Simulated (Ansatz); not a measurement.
**Ansatz (a program for electronic structure) run on AgO (Cccm, 4 atoms in the cell): self-consistent single point**

Method: LDA (PW92), default PAW files made with PBE (plane waves; Ansatz).

Input as run:

Ansatz 0.2 input:
```yaml
crystal:
  lattice:
    - [2.326355, -2.339775, 0.000000]
    - [2.326355, 2.339775, 0.000000]
    - [0.000000, 0.000000, 5.564107]
  atoms:
    - { symbol: Ag, position: [0.500000, 0.000000, 0.500000] }
    - { symbol: Ag, position: [0.000000, 0.500000, 0.000000] }
    - { symbol: O, position: [0.000000, 0.000000, 0.250000] }
    - { symbol: O, position: [0.000000, 0.000000, 0.750000] }
basis:
  ecutwfc: 420.0
kpoints:
  mp_grid:
    grid: [10, 10, 6]
hamiltonian:
  xc: lda
  pseudopotentials:
    kind: paw
scf:
  occupations:
    method: gaussian
    width: 0.1
output:
  forces: true
  eigenvalues: true
  stress: true
```

Output (repeated stretches shortened):

```
WARN ansatz: RAYON_NUM_THREADS=1 ignored (pool sized by the plan → 1); use --threads N
Pseudopotentials: kind: paw
Pseudopotential: Ag, paw, valence charge 19
Pseudopotential: O, paw, valence charge 6
Crystal: 4 atoms, lattice volume = 60.573 Å³
Basis set: ecut = 420 eV, 1187 PW (Γ)
Bands: 30, of which v1, the nominal top of the filled ones, is band 25 counted from 1 (24 counted from 0)
Symmetry: 8 space group operations
Space group: Cccm (ITA 66), of the structure as read, at distance tolerance 3.9e-5 Å
k-points: 124 of 600
PAW frozen core: Ag, regenerated for the run's functional, and the local potential with it
PAW frozen core: O, regenerated for the run's functional, and the local potential with it
Initial density: superposition of atomic densities (neutral atoms: chi_scale 0, normalization atom), corrected by the library's trained network
Initial wavefunctions: pseudopotential atomic-orbital guess
Eigensolver: davidson
Functional: x = slater, c = lda
SCF iter   1: F=—  HF=-16022.002484 eV  |F-HF|=—  |Δ(HF+E_count)|=         —  Δρ=2.12e-2  dr2=2.28e-1  ethr=1.77e-3  ⟨swp⟩=5.2  Hψ=12866  notcnv=0
all-band conjugate gradients solve this SCF's bands
preconditioner: auto → LDOS
SCF iter   2: F=—  HF=-16021.980675 eV  |F-HF|=—  |Δ(HF+E_count)|=   2.18e-2  Δρ=1.74e-2  dr2=1.29e-1  ethr=4.55e-4  ⟨swp⟩=2.1  Hψ=7422  notcnv=0  defer=58
SCF iter   3: F=—  HF=-16021.938952 eV  |F-HF|=—  |Δ(HF+E_count)|=   4.17e-2  Δρ=2.60e-3  dr2=3.79e-3  ethr=2.57e-4  ⟨swp⟩=2.2  Hψ=6541  notcnv=0  defer=58
SCF iter   4: F=—  HF=-16021.938084 eV  |F-HF|=—  |Δ(HF+E_count)|=   8.69e-4  Δρ=1.05e-3  dr2=6.87e-4  ethr=7.57e-6  ⟨swp⟩=2.4  Hψ=6221  notcnv=0  defer=58
SCF iter   5: F=—  HF=-16021.937940 eV  |F-HF|=—  |Δ(HF+E_count)|=   1.44e-4  Δρ=1.43e-4  dr2=6.07e-6  ethr=1.37e-6  ⟨swp⟩=2.5  Hψ=5189  notcnv=0  defer=58
SCF iter   6: F=—  HF=-16021.937942 eV  |F-HF|=—  |Δ(HF+E_count)|=   2.31e-6  Δρ=2.03e-5  dr2=1.79e-7  ethr=1.21e-8  ⟨swp⟩=2.8  Hψ=7232  notcnv=0  defer=58
SCF iter   7: F=-16021.937942 eV  HF=-16021.937942 eV  |F-HF|=1.12e-9  |Δ(HF+E_count)|=   1.80e-8  Δρ=2.15e-6  dr2=2.08e-9  ethr=2.00e-10  ⟨swp⟩=6.1  Hψ=13339  notcnv=0
SCF 1 converged in 7 iterations: F = -16021.937942 eV  dr2 = 2.08e-9
SCF converged after 7 iterations
Free energy (F): -16021.937942 eV
Harris-Foulkes:  -16021.937942 eV  (|F-HF|=1.12e-9)
Internal energy: -16021.926771 eV  (E = F + TS)
E sigma→0 (E₀):  -16021.932356 eV
Entropy (-TS):   -0.011171 eV (-2.793 meV/atom)
Fermi energy:    9.810117 eV
--- Per-component energies (eV) ---
  E_band       = -715.677195
  E_kinetic    = 1389.769300
  E_local      = -6201.606739  (includes V_loc(G=0)·N_el)
  E_nonlocal   = 274.857530
  E_hartree    = 2682.193469
  E_xc         = -506.819994
  E_vxc        = -648.389169  (∫ρ·V_xc dr)
  E_paw        = -7831.423254  (= ΣΔE_a)
  E_vpaw       = -894.697535  (= ΣTr[D̂ρ^β])
  E_aug_tail   = 0.005108  (compensation charges beyond the density's cutoff)
  E_ewald      = -5830.545649
  E_core_change = 1.643458  (= ΣΔE_core)
  E_smearing   = -0.011171  (= −TS)
  E_closure    = 0.000000  (closes the sum)
  Σ components = -16021.937942   (vs F -16021.937942, Δ=0.00e0)
--- Forces (eV/Å), atoms counted from 1 ---
  atom   1  Ag     0.00000000    -0.00000000     0.00000000
   [... zero for the other atoms too ...]
  max |Σ_I F_I| component: 2.52e-29 eV/Å
--- Stress (GPa, compression-positive) ---
      -10.094781      -0.000000       0.000000
       -0.000000     -10.214792      -0.000000
        0.000000      -0.000000     -12.514939
  P = ⅓ Tr σ = -10.9415 GPa (-109.415 kbar)
  The stress holds the Pulay correction. Without it, at fixed plane waves, as pw.x and ABINIT print it: P = -11.5106 GPa
--- Band table (eV; the first three rows and the last of 124) ---
  k-point 0: bands = ["-81.5207", "-81.5201", "-45.1244", "-45.1243", "-45.1055", "-45.0930", "-44.9320", "-44.9319", "-8.4829", "-7.5419", "2.4946", "3.8026", "3.8169", "5.3269", "5.5271", "5.9570", "6.4814", "6.5039", "6.5118", "6.6222", "6.7232", [...]
  k-point 1: bands = ["-81.5206", "-81.5201", "-45.1244", "-45.1243", "-45.1046", "-45.0938", "-44.9320", "-44.9319", "-8.4279", "-7.6149", "2.6915", "3.8262", "3.8388", "5.2713", "5.5461", "5.8256", "6.1018", "6.1032", "6.4907", "6.6126", "7.1934", [...]
  k-point 2: bands = ["-81.5205", "-81.5202", "-45.1244", "-45.1243", "-45.1024", "-45.0961", "-44.9320", "-44.9319", "-8.2726", "-7.8054", "3.2403", "3.8782", "3.8861", "4.8344", "5.5912", "5.6669", "5.7512", "5.7515", "6.5162", "6.5866", "7.1993", [...]
  k-point 123: bands = ["-81.5189", "-81.5189", "-45.1429", "-45.1429", "-45.0956", "-45.0956", "-44.9463", "-44.9463", "-7.7551", "-7.7551", "4.3724", "4.3724", "4.4014", "4.4014", "4.5544", "4.5544", "5.9476", "5.9476", "6.5967", "6.5967", [...]
```

The run converged in 7 iterations.

The starting cell comes from a database of computed structures (which also holds hypothetical and non-ambient phases and stackings), without a prior relaxation at this level. Its lattice was rescaled by up to half a per cent. With a pressure of about -11 GPa the cell is away from its equilibrium volume at this level. Ansatz's pressure includes its estimate of the finite-basis (Pulay) stress. Without the estimate this run gives -11.51 GPa. The run gives no clean gap (levels at the Fermi energy touch, overlap or are partly filled at this smearing), which alone does not show that the compound is a metal.
